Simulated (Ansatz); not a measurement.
YP in the zinc blende structure (space group F-43m, No. 216; a hypothetical phase, not in the database extracts checked)

```cif
data_PY
_chemical_formula_sum 'P1 Y1'
_space_group_name_H-M_alt 'P 1'
_space_group_IT_number 1
_cell_length_a 4.40083
_cell_length_b 4.40083
_cell_length_c 4.40083
_cell_angle_alpha 60.000
_cell_angle_beta 60.000
_cell_angle_gamma 60.000
loop_
_space_group_symop_operation_xyz
  'x, y, z'
loop_
_atom_site_label
_atom_site_type_symbol
_atom_site_fract_x
_atom_site_fract_y
_atom_site_fract_z
_atom_site_occupancy
P1 P 0.75000 0.75000 0.75000 1
Y1 Y 0.00000 0.00000 0.00000 1
```

All numbers come from Ansatz (a quantum-chemistry and plane-wave program) PBEsol, no spin-orbit coupling. Settings: 9×9×9 k-points, 0.05 eV Fermi–Dirac smearing.

The volume per atom is 30.13 Å³ and the density comes out as 3.30 g/cm³. The band gap is 1.51 eV, direct at X and the lowest conduction-band minima above the VBM is X along ⟨100⟩ 1.51 eV; a point along ⟨110⟩, about 0.5 Å⁻¹ from Γ 2.85 eV; Γ 2.93 eV. The total energy is -2268.601 eV/atom (σ→0; compares only within this code and set-up).

Whether these cells are dynamically stable was not tested.
